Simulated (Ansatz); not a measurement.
# wurtzite AlN (P6_3mc): a fit under hydrostatic pressure (both signs)

Cell and atoms relaxed with PBEsol to each stress σ (compression positive); gaps by PBE with spin-orbit coupling, rigid bands (plane waves, PAW; Ansatz, an electronic-structure program). Unloaded cell: a = b = 3.1138 Å, c = 4.9837 Å, α = β = 90.00°, γ = 120.00°.

```
σ (GPa)  ln(V/V₀) (%)  gap (eV)
-------  ------------  --------
0                   0     4.175
-13.50           7.85     3.531
-4.50            2.35     3.981
4.50            -2.16     4.355
9.00            -4.15     4.520
18.00           -7.76     4.820
```

Problem. Fit E_g = 4.175 eV + aσ + bσ² and ε = cσ + dσ² to the loaded rows by least squares.

Solution. a = 0.0424 eV/GPa, b = -3.76e-04 eV/GPa²; c = -0.514 %/GPa, d = 0.00476 %/GPa².

Problem. One run was withheld, at σ = -9.00 GPa. Predict its gap and its ln(V/V₀), then set them beside the run.

Solution. E_g = 4.175 + (0.0424)(-9.00) + (-3.76e-04)(-9.00)² = 3.763 eV and ε = (-0.514)(-9.00) + (0.00476)(-9.00)² = 5.01 %. The run gave 3.769 eV and 4.94 %, misses of 0.006 eV and 0.07 percentage points.

Gaps are resolved to about 0.01 eV; third decimals are kept for the arithmetic. Every relaxation keeps the wurtzite phase (space group P6_3mc under this load), so a transition, a distortion that breaks the symmetry or fracture can't show.
